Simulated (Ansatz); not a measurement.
The parent structure is TiO2 in the anatase structure (space group I4_1/amd, No. 141; a = 3.739 Å, c = 9.455 Å).

Structures relaxed with LDA/PAW in Ansatz (a quantum-chemistry and plane-wave program), spin-orbit coupling left out.

Base:

Simulated powder pattern, Cu Kα1, λ = 1.54056 Å (kinematic, ideal powder, no thermal factors, no anomalous dispersion; the 10 strongest lines at most, above 2 %, up to 2θ = 90°):

```csv
2θ (°),I/Imax (%),hkl
25.60,100,(101)
38.04,21,(004)
39.00,7.1,(112)
48.66,29,(200)
54.32,19,(105)
55.78,18,(211)
63.37,15,(204)
69.37,6.6,(116)
71.27,7.3,(220)
75.89,12,(215)
```

Modification: cell and atoms relaxed at a pressure of 4.5 GPa.

Q: Where do the lines fall after the change?

A: 
Simulated powder pattern, Cu Kα1, λ = 1.54056 Å (kinematic, ideal powder, no thermal factors, no anomalous dispersion; the 10 strongest lines at most, above 2 %, up to 2θ = 90°):

```
2θ (°)  d (Å)  I/Imax (%)    hkl
------  -----  ----------  -----
25.72   3.461         100  (101)
37.72   2.383         6.8  (103)
38.73   2.323          21  (004)
39.26   2.293         6.9  (112)
48.80   1.864          30  (200)
55.18   1.663          18  (105)
55.98   1.641          18  (211)
63.98   1.454          15  (204)
71.50   1.318         7.5  (220)
76.72   1.241          11  (215)
```

The indices refer to the base's conventional cell; one index is shown for lines that coincide.

Load acts through the strain it causes; cell and atoms are relaxed under it. Stability against distortions was not tested. All final runs are without spin polarisation.
